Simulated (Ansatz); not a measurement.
# Effect of biaxial strain +0.27 %, plane normal [001], relaxed out of plane on IrO2

Consider IrO$_{2}$ in the rutile structure (space group P4_2/mnm, No. 136; a = 4.529 Å, c = 3.180 Å). Axes: x, y, z lie along a, b, c of the conventional cell.

One thing is altered: tensile biaxial strain of 0.27 % in the plane normal to [001], as in epitaxy on a mismatched substrate; the out-of-plane cell vector and the atoms relax.

Computed with PBE, PAW, 420 eV (Ansatz, a program for electronic structure; no spin-orbit coupling), earlier PAW set. Γ-centred 10×10×15 mesh, Fermi–Dirac width 0.05 eV.

The band gap is still zero and the out-of-plane strain amounts to -0.17 % (rough). The mean in-plane stress (compression positive) comes out as -1.2 GPa (rough).

Final structure (turned so that z lies along the plane normal):

```
CELL_PARAMETERS angstrom
      4.54154     0.00000     0.00000
      0.00000     4.54154     0.00000
      0.00000     0.00000     3.17456
ATOMIC_POSITIONS crystal
  Ir 0.00000 0.00000 0.00000
  Ir 0.50000 0.50000 0.50000
  O  0.30816 0.30816 0.00000
  O  0.80816 0.19184 0.50000
  O  0.19184 0.80816 0.50000
  O  0.69184 0.69184 0.00000
```

Without a gap, meshes like the base's 10×10×15 leave anisotropic stresses uncertain by several tenths of a GPa, and small strain energies with them. Stability against distortions was not tested. No Hubbard U is applied, and correlation can decide whether such a compound is a metal. The final runs are not spin-polarised.
